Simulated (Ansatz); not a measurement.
# Effect of pressure −2 GPa on CdTe

The reference is CdTe in the zinc blende structure (space group F-43m, No. 216; a = 6.558 Å).

Now apply this change: a negative pressure, −2 GPa.

Calculations: Ansatz (an electronic-structure program), r2SCAN, PAW, cutoff 500 eV, no spin-orbit coupling, earlier PAW set. Γ-centred 9×9×9 mesh, Fermi–Dirac width 0.05 eV.

The volume per atom increases by 2.07 Å³ (35.26 Å³ → 37.33 Å³) and the density falls by 0.31 g/cm³ (5.65 g/cm³ → 5.34 g/cm³). The lattice parameter a rises by 0.126 Å to 6.684 Å and the shortest interatomic distance increases by 0.0546 Å to 2.894 Å. The enthalpy H = E + PV relative to the base's energy amounts to -0.45 eV/atom and the band gap falls by 0.18 eV (1.16 eV → 0.98 eV). The gap character is still direct at Γ and the mean gap deformation potential ΔEg/Δln V comes out as -3.2 eV. The width of the top valence band drops by 0.22 eV, from 2.09 eV to 1.87 eV and the electron mass becomes 0.081 mₑ (at Γ) (base: 0.089 mₑ (at Γ)). The hole mass (degenerate bands, along [100]) goes from 0.092, 0.55, 0.55 mₑ (at Γ) to 0.083, 0.60, 0.60 mₑ (at Γ) and the valley order (the lowest conduction-band minima on the path, energy above the VBM, named in the base's zone) goes from Γ 1.16 eV; L along ⟨111⟩ 2.20 eV to Γ 0.98 eV; L along ⟨111⟩ 2.13 eV.

Spin-orbit coupling, missing from the scalar runs, can matter with Te. Load acts through the strain it causes; cell and atoms are relaxed under it. Effective masses come from finite differences of ±0.01 Å⁻¹. Stability against distortions was not tested.
